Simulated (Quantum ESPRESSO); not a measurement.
Worked example: self-consistent single point of Mg2TeS (R3m, 4 atoms in the cell) in Quantum ESPRESSO.

Level of theory: LDA (PZ), GBRV 1.5 ultrasoft (LDA) pseudopotentials (plane waves; Quantum ESPRESSO 7.5).

```xyz
4
Lattice="2.1548 1.2441 7.0815 -2.1548 1.2441 7.0815 0.0000 -2.4881 7.0815" Properties=species:S:1:pos:R:3 pbc="T T T"
Mg     0.0000     0.0000    21.0473
Mg     0.0000     0.0000    10.8358
Te     0.0000     0.0000     2.6150
S      0.0000     0.0000    13.3015
```

Reference input (self-consistent single point, DFT, LDA (PZ), plane waves, GBRV 1.5 ultrasoft (LDA) pseudopotentials): ecutwfc = 40 Ry; ecutrho = 200 Ry; occupations = smearing; smearing = gaussian; degauss = 0.000734986 Ry; potentials = {Mg: mg_lda_v1.4.uspp.F.UPF, Te: te_lda_v1.uspp.F.UPF, S: s_lda_v1.4.uspp.F.UPF}; K_POINTS = automatic 9 9 9 0 0 0; conv_thr = 1e-11 Ry. This run's input differs from it in these lines:

```diff
@@ -35,3 +35,3 @@
 K_POINTS automatic
-9 9 9  0 0 0
+5 5 5  0 0 0
```

Output, abridged:

```
     Self-consistent Calculation

     iteration #  1     ecut=    40.00 Ry     beta= 0.70

     total energy              =    -300.95819295 Ry
     estimated scf accuracy    <       0.33167713 Ry

     iteration #  2     ecut=    40.00 Ry     beta= 0.70

     total energy              =    -301.04796228 Ry
     estimated scf accuracy    <       0.08410760 Ry

     iteration #  3     ecut=    40.00 Ry     beta= 0.70

     total energy              =    -301.06524502 Ry
     estimated scf accuracy    <       0.00541320 Ry

   [... 6 blocks of this kind left out ...]

     iteration # 10     ecut=    40.00 Ry     beta= 0.70

     total energy              =    -301.06677831 Ry
     estimated scf accuracy    <          2.3E-10 Ry

     iteration # 11     ecut=    40.00 Ry     beta= 0.70
     End of self-consistent calculation

     the Fermi energy is     4.1979 ev

!    total energy              =    -301.06677831 Ry
     estimated scf accuracy    <          4.7E-12 Ry
     smearing contrib. (-TS)   =      -0.00000000 Ry
     internal energy E=F+TS    =    -301.06677831 Ry

     convergence has been achieved in  11 iterations

     Forces acting on atoms (cartesian axes, Ry/au):

     atom    1 type  1   force =    -0.00000000    0.00000000    0.00093104
     atom    2 type  1   force =     0.00000000    0.00000000   -0.00032856
     atom    3 type  2   force =     0.00000000    0.00000000    0.00077850
     atom    4 type  3   force =     0.00000000    0.00000000   -0.00138098

     Total force =     0.001868     Total SCF correction =     0.000008

          total   stress  (Ry/bohr**3)                   (kbar)     P=      -26.48
  -0.00017868   0.00000000   0.00000000          -26.28        0.00        0.00
   0.00000000  -0.00017868   0.00000000            0.00      -26.28        0.00
   0.00000000   0.00000000  -0.00018265            0.00        0.00      -26.87

   JOB DONE.
```

The run converged in 11 iterations. Against the reference run the free energy goes up by 2.0 meV/atom, the pressure moves little (-2.67 to -2.65 GPa), the largest force moves little (0.035 to 0.036 eV/Å) and the gap on the mesh moves little (1.256 to 1.251 eV).

The starting cell comes from a database of computed structures (which also holds hypothetical and non-ambient phases and stackings), without a prior relaxation at this level. Spin-orbit coupling is off.

Cost on one core of a shared machine: roughly 80 s.
